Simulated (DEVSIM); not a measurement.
Device: Si n+/n-/n+ resistor, at 300 K.

| layer (left to right) | material | thickness (μm) | Nd (cm⁻³) | τn (s) | τp (s) |
|---|---|---|---|---|---|
| 1 | Si | 0.200 | 3.7e17 | 3.8e-7 | 3.8e-7 |
| 2 | Si | 1.30 | 2.1e15 | 3.8e-7 | 3.8e-7 |
| 3 | Si | 0.590 | 3.1e18 | 3.8e-7 | 3.8e-7 |

Left contact: ohmic. Right contact: ohmic. Voltage is applied to the left contact. Recombination: SRH at mid-gap. Mobility is μmin + (μ − μmin)/(1 + (N/Nref)^α).

Constants are typed, rounded textbook-type inputs, not results; the design itself was drawn at random and stands for no fabricated device. Values at 300 K.

```csv
parameter,Si
gap (eV),1.124
affinity (eV),4.05
permittivity,11.7
Nc (cm⁻³),2.86e19
Nv (cm⁻³),3.1e19
μn (cm²/Vs),1417
μp (cm²/Vs),470
"μn,min",52
"μp,min",45
"Nref,n",9.7e16
"Nref,p",2.2e17
αn,0.68
αp,0.72
```

Model (solved in DEVSIM): 1D drift-diffusion, Boltzmann statistics, complete ionisation; no tunnelling, impact ionisation, image-force lowering or self-heating.

Q: Tabulate band edges, carrier densities and field at 1.15 V on the left contact.

A: Energies count from the Fermi level of the right contact; mesh points crowd at the junctions.

```
x (μm)   Ec (eV)  Ev (eV)  n (cm⁻³)  p (cm⁻³)  field (V/cm)
-------  -------  -------  --------  --------  ------------
0.000     -1.038   -2.162    3.7e17       310           200
0.02199   -1.037   -2.161    3.7e17       280           200
0.05910   -1.036   -2.160    3.7e17       220           200
0.1188    -1.035   -2.159    3.7e17       130           200
0.1762    -1.033   -2.157    3.6e17     < 1e2          1600
0.1989    -1.010   -2.134    1.5e17     < 1e2         30000
0.2200    -0.960   -2.084    2.3e16     < 1e2         17000
0.2861    -0.873   -1.997    2.8e15     < 1e2         12000
0.3916    -0.750   -1.874    2.2e15     < 1e2         12000
0.5973    -0.514   -1.638    2.2e15     < 1e2         11000
0.9917    -0.093   -1.217    2.5e15     < 1e2          9800
1.309      0.164   -0.960    4.1e15    140000          5300
1.414      0.195   -0.929    8.3e15    490000          -290
1.468      0.172   -0.952    3.0e16    200000        -11000
1.502      0.063   -1.061    2.1e18      2900        -40000
1.527      0.054   -1.070    3.1e18      2000            62
1.575      0.054   -1.070    3.1e18      1800            63
1.672      0.055   -1.069    3.1e18      1500            63
1.895      0.056   -1.068    3.1e18       730            63
1.999      0.057   -1.067    3.1e18       360            63
2.054      0.057   -1.067    3.1e18       170            63
2.090      0.057   -1.067    3.1e18     < 1e2            63
```
